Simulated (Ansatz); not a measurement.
Base system: Ti in the hcp (Mg type) structure (space group P6_3/mmc, No. 194; relaxed with 0.1 eV smearing).

```
Ti
1.0
    2.86439     0.00000     0.00000
   -1.43219     2.48063     0.00000
    0.00000     0.00000     4.53728
Ti
2
Direct
  0.66667   0.33333   0.75000
  0.33333   0.66667   0.25000
```

Cartesian axes are those of the cell as printed.

Level of theory: LDA, PAW, 420 eV (Ansatz, a quantum-chemistry and plane-wave program; no spin-orbit coupling).

It is then changed as follows: the cell is compressed by 3.00 % along x with no lateral relaxation; the atoms relax in the strained cell.

Question: Predict the stress tensor and what it implies for the stiffness.

Answer: Stress of the strained cell less that of the base (GPa, compression positive):
```
    5.4     0.0     0.0
    0.0     3.6     0.0
    0.0     0.0     2.8
```

Then −Δσ_ii/ε with ε = -0.0300 gives secant stiffness values (nonlinear terms included at this strain): C11 ≈ 182 GPa, C12 ≈ 118 GPa and C13 ≈ 93 GPa.

As a check, the harmonic strain energy −½ V₀ Δσ:ε is 8.2 meV/atom; the computed energy rise is 8.1 meV/atom.

Stability against distortions was not tested. All final runs are without spin polarisation.
